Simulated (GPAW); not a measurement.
GPAW is run on LiCaGe2 (Pnma, 16 atoms in the cell), and the run fails. The aim is a self-consistent single point with DFT PBEsol, plane waves, GPAW PAW datasets PBEsol (made by gpaw-setup).

Cell that was meant: a = 8.0700 Å, b = 3.9300 Å, c = 10.7700 Å, α = 90.00°, β = 90.00°, γ = 90.00°.

Part of the input:

```python
              cell=[[8.070000, 0.000000, 0.000000],
                    [0.000000, 3.930000, 0.000000],
                    [0.000000, 0.000000, 10.770000]],
              scaled_positions=[[5.326200, 0.982500, 7.291290],
                                [6.778800, 2.947500, 1.906290],
                                [1.291200, 0.982500, 8.863710],
                                [2.743800, 2.947500, 3.478710],
                                [8.029650, 0.982500, 6.645090],
                                [4.075350, 2.947500, 1.260090],
                                [3.994650, 0.982500, 9.509910],
                                [0.040350, 2.947500, 4.124910],
                                [1.831890, 0.982500, 4.706490],
                                [2.203110, 2.947500, 10.091490],
                                [5.866890, 0.982500, 0.678510],
                                [6.238110, 2.947500, 6.063510],
                                [1.089450, 0.982500, 1.453950],
                                [2.945550, 2.947500, 6.838950],
                                [5.124450, 0.982500, 3.931050],
                                [6.980550, 2.947500, 9.316050]],
              pbc=True)

calc = GPAW(mode={'name': 'pw', 'ecut': 550},
```

The program printed (abridged):

```
     iter     time        total  log10-change:
                         energy   eigst   dens
iter:   1 --:--:--   555.605414
Traceback (most recent call last):
   [... frames left out ...]
numpy.linalg.LinAlgError: The leading minor of order 115 of B is not positive definite. The factorization of B could not be completed and no eigenvalues or eigenvectors were computed.

The above exception was the direct cause of the following exception:

Traceback (most recent call last):
   [... frames left out ...]
ValueError: Too few plane waves or grid points
```

### Question
From the messages shown, name the fault and mend the input.

### Answer
The fault is fractional and Cartesian coordinates mixed up; here the program stops on it instead of giving results. To fix it, make label and numbers agree, by changing either. The program stopped with an error at about iteration 1.

On the sound input: the starting cell comes from a database of published, mostly measured structures (it also holds non-ambient and calculated ones), without a prior relaxation at this level.
